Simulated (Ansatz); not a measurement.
The parent structure is Mg in the hcp (Mg type) structure (space group P6_3/mmc, No. 194; relaxed with 0.1 eV smearing).

Space group P6₃/mmc (No. 194); a = 3.195 Å, b = 3.195 Å, c = 5.197 Å, α = 90.00°, β = 90.00°, γ = 120.00°

```json
[
 {"atom": "Mg", "site": "2c", "symmetry": "-6m2", "x": "0.3333", "y": "0.6667", "z": "0.2500"}
]
```

All numbers come from plane-wave PAW DFT at the PBE level (Ansatz, an electronic-structure program, 420 eV), scalar-relativistic without spin-orbit coupling.

Before the change:

The pressure comes out as 0.0 GPa and the band gap comes out as zero.

The change: an isotropic linear strain of +3.00 %, atoms relaxed at fixed cell.

Problem. What happens to the energy relative to the base?

Solution. The energy increases by 19 meV/atom.

Problem. Predict the new pressure.

Solution. The pressure (mean of the normal stresses, compression positive) goes from zero to -2.7 GPa.

Problem. Predict the new band gap.

Solution. The band gap remains zero.

No phonon test of stability was made.
